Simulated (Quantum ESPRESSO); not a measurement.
## Several settings converged on CaZrN₂ (R3m, 4 atoms in the cell)

```
CaZrN2
1.0
    1.64881    -0.95194     5.57866
    0.00000     1.90388     5.57866
   -1.64881    -0.95194     5.57866
Ca Zr N
1 1 2
Direct
  0.00299   0.00299   0.00299
  0.50000   0.50000   0.50000
  0.23812   0.23812   0.23812
  0.76188   0.76188   0.76188
```

Base method: LDA (PZ), GBRV 1.5 ultrasoft (LDA) pseudopotentials (plane waves; Quantum ESPRESSO 7.5).

Base settings: ecutwfc = 40 Ry; ecutrho = 320 Ry; occupations = smearing; smearing = fermi-dirac; degauss = 0.00147 Ry; potentials = {Ca: ca_lda_v1.uspp.F.UPF, Zr: zr_lda_v1.uspp.F.UPF, N: n_lda_v1.2.uspp.F.UPF}; K_POINTS = automatic 3 3 3 0 0 0; conv_thr = 1e-09 Ry; mixing_beta = 0.4.

The count of work is k-points × plane waves × bands × iterations; it is no time. 

**The cutoff for other potential files**

Level: DFT, LDA (PZ), plane waves, PSlibrary PAW (LDA, semicore) pseudopotentials.

In this ladder: pseudopotentials = {Ca: Ca.pz-spn-kjpaw_psl.1.0.0.UPF, Zr: Zr.pz-spn-kjpaw_psl.1.0.0.UPF, N: N.pz-n-kjpaw_psl.1.0.0.UPF}. Moved along: ecutrho.

The second cell is the first with its lattice scaled by 0.98.

The mesh stays at the base's, so the ladder's end is converged at best in this setting alone.

Only quantities that move along the ladder and can be compared are tabulated; the gap is left out on so coarse a mesh.

```tsv
ecutwfc	free energy less the last step's (meV/atom)	energy of the compressed cell less the first (meV/atom)	pressure (GPa)	largest difference of a force vector from the last step's (eV/Å)	count of work / last
25 Ry	867.26	-4.55	-46.48	0.116	0.10
30 Ry	264.95	7.43	-20.18	0.096	0.14
38 Ry	42.59	6.36	-7.17	0.016	0.22
47 Ry	16.29	5.05	-5.15	0.002	0.28
55 Ry	11.24	4.91	-5.10	0.002	0.35
66 Ry	5.47	4.82	-5.09	0.001	0.46
82 Ry	1.33	4.85	-4.93	0.000	0.68
110 Ry	0.00	4.85	-4.89	0.000	1.0
```

Coarsest ecutwfc that holds the free energy within 5 meV/atom of the last step, with all finer ones: 82 Ry; the step before is off by 5.5 meV/atom.

Coarsest ecutwfc that holds the energy of the compressed cell less the first within 0.5 meV/atom of the last step, with all finer ones: 47 Ry, at 0.28 of the last step's count of work; the step before is off by 1.5 meV/atom.

Coarsest ecutwfc that holds the forces within 0.005 eV/Å of the last step, with all finer ones: 47 Ry, at 0.28 of the last step's count of work; the step before is off by 0.016 eV/Å.

At the lowest cutoff the pressure lies 41.6 GPa under the last step's, the usual sign of Pulay stress in an incomplete plane-wave basis.

**The relaxed cell against the cutoff**

On CaZrN2 (R-3m, 4 atoms in the cell): atoms on their sites.

In this ladder: calculation = vc-relax; tprnfor = default; tstress = default. Moved along: ecutrho.

The mesh stays at the base's, so the ladder's end is converged at best in this setting alone.

Only quantities that move along the ladder and can be compared are tabulated; the gap is left out on so coarse a mesh.

```tsv
ecutwfc	relaxed volume (Å³/atom)	relaxation steps
20 Ry	11.235	6
24 Ry	11.971	5
28 Ry	12.414	5
34 Ry	12.703	4
40 Ry	12.760	4
48 Ry	12.754	4
60 Ry	12.757	4
80 Ry	12.758	4
```

Coarsest ecutwfc that holds the relaxed volume within 0.026 Å³/atom of the last step, with all finer ones: 40 Ry; the step before is off by 0.055 Å³/atom.

At the lowest cutoff the cell relaxes to a volume 12 % smaller than at the highest.

On the base run: the starting cell comes from a database of computed structures (which also holds hypothetical and non-ambient phases and stackings), without a prior relaxation at this level. Its lattice was rescaled by up to half a per cent. One atom was moved a little off its site on purpose.
